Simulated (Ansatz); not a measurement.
Base system: PtS (space group P4_2/mmc, No. 131).

```
CELL_PARAMETERS angstrom
      3.47500     0.00000     0.00000
      0.00000     3.47500     0.00000
      0.00000     0.00000     6.06745
ATOMIC_POSITIONS crystal
  Pt 0.50000 0.00000 0.50000
  Pt 0.00000 0.50000 0.00000
  S  0.00000 0.00000 0.75000
  S  0.00000 0.00000 0.25000
```

Cartesian axes are those of the cell as printed.

Calculations: PBEsol (Ansatz, a program for electronic structure; PAW; 420 eV plane waves; no SOC).

Before the change:

Shortest interatomic distance: 2.306 Å
Electron mass: 0.82 mₑ along c, 1.4 mₑ across (at M)

The change: biaxial strain +0.26 %, plane normal [001], relaxed out of plane (Cartesian); in-plane vectors clamped, the third vector and the atoms free.

### Question
What happens to the in-plane stress?

### Answer
The mean in-plane stress (compression positive) is -0.4 GPa.

### Question
Estimate the effect on the out-of-plane strain.

### Answer
The out-of-plane strain amounts to -0.22 %.

### Question
Predict the new shortest interatomic distance.

### Answer
The shortest interatomic distance stays essentially unchanged (2.306 Å against 2.308 Å).

### Question
How does this affect the electron mass?

### Answer
The electron mass becomes 0.83 mₑ out of plane, 1.3 mₑ in plane (at M) (base: 0.82 mₑ along c, 1.4 mₑ across (at M)).

With Pt present, leaving out spin-orbit coupling can change the band edges. The levels and masses belong to the bands next to the band gap. Effective masses come from finite differences of ±0.01 Å⁻¹. Stability against distortions was not tested.
